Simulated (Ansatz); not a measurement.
The reference is Te (space group P3_121, No. 152; made of chains).

```yaml
crystal:
  lattice:
    - [4.62412, 0.00000, 0.00000]
    - [-2.31206, 4.00460, 0.00000]
    - [0.00000, 0.00000, 5.90339]
  atoms:
    - { symbol: Te, position: [0.25335, 0.00000, 0.33333] }
    - { symbol: Te, position: [0.00000, 0.25335, 0.66667] }
    - { symbol: Te, position: [0.74665, 0.74665, 0.00000] }
```

Cartesian axes are those of the cell as printed.

Computed with r2SCAN in Ansatz (plane waves to 500 eV, PAW, without spin-orbit coupling).

Before the change:

The shortest interatomic distance is 2.827 Å.

Modification: a pure shear with ε_xz = ε_zx = -0.0355; the atoms relax in the strained cell.

### Question
What does the calculation give for the shortest interatomic distance after the change?

### Answer
The shortest interatomic distance decreases by 0.011 Å to 2.816 Å.

### Question
Predict the new stress.

### Answer
The stress (xx, yy, zz, yz, xz, xy; compression positive) comes out as (0.39, 0.13, 0.26, 0.26, 1.62, 0.58) GPa.

### Question
What does the calculation give for the energy relative to the base after the change?

### Answer
The energy goes up by 13 meV/atom.

### Question
What does the calculation give for the largest internal atomic displacement after the change?

### Answer
The largest internal atomic displacement comes out as 0.065 Å.

Whether these cells are dynamically stable was not tested. No dispersion term is included, though the crystal is made of layers, chains or molecules, so its spacings can come out too wide.

Ansatz is a first-principles code.
